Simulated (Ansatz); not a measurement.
Base system: BN in the zinc blende structure (space group F-43m, No. 216).

```
BN
1.0
    0.00000     1.80256     1.80256
    1.80256     0.00000     1.80256
    1.80256     1.80256     0.00000
N B
1 1
Direct
  0.75000   0.75000   0.75000
  0.00000   0.00000   0.00000
```

Cartesian axes are those of the cell as printed.

All numbers come from Ansatz (a program for electronic structure) PBEsol, no SOC, earlier PAW set.

Before the change:

```
Quantity                            Result
---------------------  -------------------
Valence-band top at Γ  0.00, 0.00, 0.00 eV
Band gap                           4.29 eV
```

Perturbation: a free-standing slab of 7 layers (14 atoms, 2 a layer) is cut normal to [110], with 15 Å of vacuum and the in-plane cell held at bulk.

**Question.** What does the calculation give for the gap character, valence-band top at Γ and band gap after the change?

**Answer.** The gap character is indirect, Γ → X; the valence-band top at Γ (three highest levels, from the VBM) changes from 0.00, 0.00, 0.00 eV to 0.00, -0.25, -0.53 eV; the band gap drops by 2.077 eV, from 4.29 eV to 2.22 eV.

Semilocal Kohn–Sham gaps tend to fall short of experiment. Whether these cells are dynamically stable was not tested. k-point labels follow each cell's own Brillouin zone.
